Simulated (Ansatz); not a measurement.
## GaSb: response to strain

The reference is GaSb in the zinc blende structure (space group F-43m, No. 216).

```
GaSb
1.0
    0.00000     3.06618     3.06618
    3.06618     0.00000     3.06618
    3.06618     3.06618     0.00000
Ga Sb
1 1
Direct
  0.00000   0.00000   0.00000
  0.25000   0.25000   0.25000
```

Strains are applied to the cell and any free atomic positions relax.

Level of theory: plane-wave PAW DFT at the r2SCAN level (Ansatz, a first-principles code, 500 eV), scalar-relativistic without spin-orbit coupling.

Computed cases, in order: isotropic strain −3.00 %; isotropic strain −2.50 %; isotropic strain −2.00 %; isotropic strain −1.50 %; isotropic strain −1.00 %; isotropic strain −0.50 %; the unstrained base.

Between which two neighbouring cases does the gap turn between direct and indirect?

Between isotropic strain −2.00 % (0.83 eV, indirect, Γ → L) and isotropic strain −1.50 % (0.76 eV, direct at Γ). The whole series: isotropic strain −3.00 %: 0.90 eV, indirect, Γ → L; isotropic strain −2.50 %: 0.86 eV, indirect, Γ → L; isotropic strain −2.00 %: 0.83 eV, indirect, Γ → L; isotropic strain −1.50 %: 0.76 eV, direct at Γ; isotropic strain −1.00 %: 0.64 eV, direct at Γ; isotropic strain −0.50 %: 0.53 eV, direct at Γ; the unstrained base: 0.41 eV, direct at Γ.

Spin-orbit coupling, missing from the scalar runs, can matter with Sb. Whether these cells are dynamically stable was not tested.
